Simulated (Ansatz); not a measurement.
## Pressure series in ZrSi2

Take ZrSi₂ (space group Cmcm, No. 63; a = 3.675 Å, b = 14.567 Å, c = 3.656 Å) as the base.

Cell and atoms are relaxed at each pressure.

Calculations: PBEsol/PAW in Ansatz (a program for electronic structure), without spin-orbit coupling.

| change | shortest interatomic distance | density |
|---|---|---|
| base | 2.412 Å | 5.00 g/cm³ |
| pressure −2 GPa | 2.419 Å | 4.93 g/cm³ |
| pressure −1 GPa | 2.415 Å | 4.96 g/cm³ |
| pressure 0.9 GPa | 2.410 Å | 5.04 g/cm³ |
| pressure 2.1 GPa | 2.407 Å | 5.08 g/cm³ |
| pressure 4.5 GPa | 2.401 Å | 5.16 g/cm³ |
| pressure 9 GPa | 2.391 Å | 5.31 g/cm³ |
| pressure 15 GPa | 2.381 Å | 5.49 g/cm³ |
| pressure 22.5 GPa | [?] | [?] |
| pressure 30 GPa | 2.361 Å | 5.89 g/cm³ |

Q: What belongs in the blanks?

A: 
- pressure 22.5 GPa, shortest interatomic distance: 2.370 Å
- pressure 22.5 GPa, density: 5.70 g/cm³

Load acts through the strain it causes; cell and atoms are relaxed under it. Whether these cells are dynamically stable was not tested. Competing high-pressure phases were not computed. The final runs are not spin-polarised.
